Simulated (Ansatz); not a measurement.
Au₃Ag (Pm-3m, No. 221, 4 atoms in the cell; start mp-863750) was calculated with PBEsol in Ansatz (PAW).

Settings: plane-wave cutoff 520 eV, 14×14×14 k mesh, Fermi–Dirac smearing 0.05 eV, no spin polarisation, scalar-relativistic PAW data made under PBE.

Cell (relaxed at this level):

AgAu3 has the cubic space group Pm-3m (No. 221), the Cu3Au type structure, Pearson symbol cP4. Lattice parameters: a = 4.0716 Å, b = 4.0716 Å, c = 4.0716 Å, α = 90.00°, β = 90.00°, γ = 90.00°. Ag on 1b has 12 Au at 2.879 Å (cuboctahedral). Au on 3d has 4 Ag at 2.879 Å and 8 Au at 2.879 Å (cuboctahedral). (Neighbours: up to the widest gap in distance over summed covalent radii, below 1.35, at either atom.)

Task: What does this level give for the bulk modulus B0?

Result: 
bulk modulus B0: 161 GPa

The run finds no gap.

Note: the bulk modulus is −V dP/dV from two relaxed cells at ±2 % in volume; the relaxation could not lower the start's symmetry, so the cell can be a saddle point above a distorted one.

Spin–orbit coupling is not included; it can shift volumes and moduli of such heavy elements.

Static lattice: no zero-point or thermal effects.

The result took roughly 3 core-minutes.

A start named mp-… is a Materials Project structure, which need not be a measured phase.

Ansatz is a program for electronic structure.
